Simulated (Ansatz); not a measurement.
Data:

```xyz
2
Lattice="2.7425 0.0000 0.0000 0.0000 2.7425 0.0000 0.0000 0.0000 3.7443" Properties=species:S:1:pos:R:3 pbc="T T T"
Cu     0.0000     0.0000     0.0000
Au     1.3713     1.3713     1.8722
```

No spin polarisation.

The values are results of PBEsol in Ansatz (plane waves to 420 eV, PAW, no spin-orbit coupling), not measurements. Γ-centred 20×20×16 mesh, Fermi–Dirac width 0.1 eV.

Problem. What mean in-plane stress (compression positive) does the calculation give?

Solution. +3.1 GPa.

Problem. Estimate the band gap.

Solution. Zero.

Problem. Predict the space group.

Solution. P4/mmm (No. 123).

The cells carry an imposed strain or load. Stability against distortions was not tested. The final runs are not spin-polarised. The cell was made from CuAu (space group P4/mmm, No. 123) by this change: biaxial strain −2.50 %, plane normal [001], relaxed out of plane.

Ansatz is a quantum-chemistry and plane-wave program.
